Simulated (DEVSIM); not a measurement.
Structure: W/SiO2/p-GaAs capacitor, at 300 K.

```tsv
layer (left to right)	material	thickness (nm)	Na (cm⁻³)
1	SiO2	1.00	-
2	GaAs	1100	3.6e17
```

Metal gate on the left, work function 4.6 eV. Fixed charge at the semiconductor interface 0 cm⁻² (in units of +e); interface traps 1.7e10 cm⁻² eV⁻¹, uniform in energy, neutral level at 0.5 of the gap above the valence band.

This is a model device: material constants are rounded textbook-type values typed into the input, and sizes, dopings and lifetimes were drawn at random. Values at 300 K.

```csv
parameter,SiO2,GaAs
gap (eV),9,1.424
affinity (eV),0.9,4.07
permittivity,3.9,12.9
Nc (cm⁻³),-,4.7e17
Nv (cm⁻³),-,9e18
```

DEVSIM, 1D Poisson equation in equilibrium, Boltzmann statistics, complete ionisation; no quantum confinement or tunnelling. Metal contacts follow the ideal Schottky-Mott rule: no Fermi-level pinning, no interface dipoles.

The substrate doping was swept, all else fixed.

```tsv
substrate doping (cm^-3)	minimum of the low-frequency capacitance (μF/cm²)	flat-band voltage (V)
1.8e16	0.0431	-0.73
3.6e16	0.0579	-0.75
7.2e16	(withheld)	-0.77
1.8e17	0.121	-0.79
3.6e17	0.163	-0.81
7.2e17	0.222	-0.83
```

Problem. Fill in the missing entries.

Solution. 
- 7.2e16, minimum of the low-frequency capacitance (μF/cm²): 0.0790
